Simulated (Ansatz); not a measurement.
**Be on the Si site (Be_Si) in silicon**

Method: PBE, PAW (plane waves to 420 eV; Ansatz, a first-principles code). The supercell holds 64 host sites (2×2×2 repeats of the unit cell), with a 2×2×2 shifted k-point sampling for the final energies. Site at the start: the Si site. Finite-size correction: monopole term and site-potential alignment. Dielectric constants: PBE linear response of the host. Host gap at this level: 0.61 eV. Finite-size and sampling errors can reach tenths of an eV here. PBE underestimates the host's gap, which shifts levels and can delocalise carriers. Spin–orbit coupling is left out. Each state is the lowest found from its start.

Formation energies E_f are given with the Fermi level at the valence-band maximum. Chemical conditions: host crystal and elements as references (Δμ(Si) = 0.00 eV, Δμ(Be) = 0.00 eV; Be taken from its element, since no compound that bounds it was computed at this level; only phases computed here count, gases as isolated molecules at 0 K). Reference phases: Be: hcp Be, Si: silicon.

```tsv
charge	moment (μB)	point group	largest move off a lattice site (Å)	image correction with alignment (eV)	E_f, host crystal and elements as references (eV)
0*	not spin-polarised	–	0.14	–	–
−1*	fractional	–	0.14	–	–
−2	not spin-polarised	Td	0.16	0.70	2.31
```

* At this level the carrier isn't localised at the defect: at charge 0 holes occupy the valence band; at charge −1 holes occupy the valence band. Such a state is shallow or no state of the defect, and this cell gives it no level.

Point groups are those of the whole cell at tolerances of 0.03 and 0.1 Å ("near" where only the looser one holds); none is given for unsettled states.

No usable result was obtained for charge +1.

All states together cost about 4 core-hours (a rough figure).
